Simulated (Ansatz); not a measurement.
## Amorphous Al28O42H

A CHGNet melt-quench gave the starting glass, which DFT then relaxed. O atoms were pushed apart under 1.9 Å during the dynamics, to hinder bonds among them. The hot cell started wider than the set density and was brought back towards it in steps. It is the lowest in DFT energy of 2 quenches. It is a model cell: composition and starting density were chosen by hand, and all elements were melted together. No dispersion term was used. Cycles of charging and discharging annealed it further.

Methods: PBE, scalar-relativistic without spin-orbit coupling (Ansatz, an electronic-structure program); r2SCAN, scalar-relativistic without spin-orbit coupling (Ansatz); HSE06, scalar-relativistic without spin-orbit coupling (Ansatz). Geometry, pressure, stress and energy are those of the PBE run. Its sampling: a 2×2×2 Γ-centred mesh; Fermi-Dirac width 0.02 eV; collinear spin, started from a total moment of 1 μB (at the end a net moment of 1.0 μB). Other functionals are single points at the zone centre (r2SCAN at 500 eV; exact exchange cut at the cell's faces), free to take moments where seeds were set. The usual formal charges leave 1 electrons over, so the level spacing at the Fermi energy parts defect or band states and needn't be the band gap. In the spin-polarised cell the level spacing at the Fermi energy can part levels of unlike spin. At PBE the levels at the filled edge of the gap are localised (band-tail or defect states), and the nearest spread-out levels lie 3.5 eV apart at the zone centre.

| Item | Result |
|---|---|
| Number of atoms in the cell | 71 |
| Density (held, not predicted) | 3.08 g/cm³ |
| Volume per atom | 10.84 Å³ |
| Pressure on a 2×2×2 Γ-centred mesh | 0.15 GPa |
| Largest force and stress component on that mesh (the relaxation ran on the zone centre alone) | 0.30 eV/Å and 2.6 GPa |
| Energy relative to corundum + H2 gas (lowest mix at this level among the phases computed, not always the ambient ones) | 0.225 eV/atom |
| Level spacing at the Fermi energy on a 2×2×2 Γ-centred mesh (PBE) | 0.55 eV |
| Level spacing at the Fermi energy at the zone centre (PBE) | 0.93 eV |
| Level spacing at the Fermi energy at the zone centre (r2SCAN) | 1.38 eV |
| Level spacing at the Fermi energy at the zone centre (HSE06) | 1.86 eV |
| Net moment | 1.00 μB |

Bonds are counted up to Al-Al 2.66 Å, Al-O 2.28 Å, Al-H 1.82 Å, O-O 1.58 Å, O-H 1.16 Å, H-H 0.90 Å. Two cations that share two anions don't count as bonded, nor two that share one unless they lie closer than Al-Al 2.59 Å.

| Quantity | Value |
|---|---|
| Mean coordination of Al by anions | 4.57 (13 with 4, 14 with 5, 1 with 6) |
| Mean coordination of O | 3.07 (1 with 2, 37 with 3, 4 with 4) |
| Mean coordination of H | 1.00 (1 with 1) |
| Mean Al-O bond | 1.860 Å (spread 0.085 Å, 128 counted) |
| Bond angle at Al | mean 107.2°, spread 24.1° |

Its density started from a set value of 3.08 g/cm³. The quench (nominally 460 K/ps over its main leg) was far faster than any real one, so the model tends to hold more defects than a real film. Values belong to this one cell and scatter from quench to quench. The volume was held where the preparation left it, at a PBE pressure of 0.2 GPa. Stress components on the final sampling reach 2.6 GPa. On a 2×2×2 Γ-centred mesh force components of up to 0.30 eV/Å stay, since the relaxation ran on the zone centre alone. Cycles of charging lowered its energy after that relaxation.
